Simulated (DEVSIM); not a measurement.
System: Au/SiO2/p-Si capacitor, at 250 K.

```
layer (left to right)  material  thickness (nm)  Na (cm⁻³)
---------------------  --------  --------------  ---------
1                          SiO2            34.0          -
2                            Si            3800     2.3e16
```

Metal gate on the left, work function 5.1 eV. Fixed charge at the semiconductor interface -5.2e11 cm⁻² (in units of +e); no interface traps.

Constants are typed, rounded textbook-type inputs, not results; the design itself was drawn at random and stands for no fabricated device. Values at 300 K; Nc and Nv go as T^1.5, mobilities as T to minus their exponent, the gap by Varshni's rule with the affinity fixed.

| parameter | SiO2 | Si |
|---|---|---|
| gap (eV) | 9 | 1.124 |
| affinity (eV) | 0.9 | 4.05 |
| permittivity | 3.9 | 11.7 |
| Nc (cm⁻³) | - | 2.86e19 |
| Nv (cm⁻³) | - | 3.1e19 |
| Varshni α (eV/K) | - | 0.000473 |
| Varshni β (K) | - | 636 |

Simulated with DEVSIM: 1D Poisson equation in equilibrium, Boltzmann statistics, complete ionisation; no quantum confinement or tunnelling. Metal contacts follow the ideal Schottky-Mott rule: no Fermi-level pinning, no interface dipoles.

The substrate doping was swept, all else fixed.

```tsv
substrate doping (cm^-3)	minimum of the low-frequency capacitance (μF/cm²)	flat-band voltage (V)
1.2e15	0.0125	0.95
2.3e15	…	0.94
4.6e15	0.0206	0.92
1.2e16	0.0291	0.90
2.3e16	0.0347	0.88
4.6e16	0.0429	0.87
```

Task: Fill in the missing entries.

Result: 
- 2.3e15, minimum of the low-frequency capacitance (μF/cm²): 0.0151
